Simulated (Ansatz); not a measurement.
L1₂ (Cu3Au-type) Ni3Si

Method: r²SCAN+rVV10 (PAW; Ansatz, an electronic-structure program).

Numerical settings: plane-wave cutoff 500 eV, 12×12×12 k mesh, Fermi–Dirac smearing 0.05 eV, no spin polarisation, scalar-relativistic PAW data made under PBE.

Cell: relaxed at this level.

```yaml
equilibrium_volume_per_atom: 10.32 Å³/atom
lattice_constant_a: 3.456 Å
```

Measured, for comparison: equilibrium volume per atom 10.81 Å³/atom, lattice constant a 3.510 Å (temperature not stated, not corrected to a static lattice; as tabulated in Metallic Nickel Silicides: Experiments and Theory for NiSi and First Principles …). Computed (rounded) less measured: equilibrium volume per atom -4.5 %, lattice constant a -1.5 %. A static lattice is as a rule a little smaller and stiffer than an uncorrected measurement, which narrows the difference in the lattice constant a and would widen misses of the other sign.

Static lattice: no zero-point or thermal effects.
